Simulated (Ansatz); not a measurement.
## Response to strain in InP

The parent structure is InP in the zinc blende structure (space group F-43m, No. 216; a = 5.907 Å). Axes: x, y, z lie along the cube axes.

Strains are applied to the cell and any free atomic positions relax; under biaxial strain the out-of-plane vector relaxes too.

Method: r2SCAN (Ansatz, a first-principles code, PAW, without spin-orbit coupling).

```json
[
 {"biaxial strain, plane normal [001], relaxed out of plane (%)": "0", "band gap (eV)": "1.03"},
 {"biaxial strain, plane normal [001], relaxed out of plane (%)": "0.5", "band gap (eV)": "0.97"},
 {"biaxial strain, plane normal [001], relaxed out of plane (%)": "1", "band gap (eV)": "?"},
 {"biaxial strain, plane normal [001], relaxed out of plane (%)": "1.5", "band gap (eV)": "0.85"},
 {"biaxial strain, plane normal [001], relaxed out of plane (%)": "2", "band gap (eV)": "0.79"},
 {"biaxial strain, plane normal [001], relaxed out of plane (%)": "2.5", "band gap (eV)": "0.74"},
 {"biaxial strain, plane normal [001], relaxed out of plane (%)": "3", "band gap (eV)": "0.68"}
]
```

Q: Fit E_g = E₀ + Dε (ε in %) to the rows shown and predict the withheld row.

A: Least squares on the printed values gives E₀ = 1.03 eV, D = -117 meV per % of strain (largest residual 0.00 eV); this predicts 0.91 eV, and the run gives 0.91 eV, in agreement.

Whether these cells are dynamically stable was not tested.
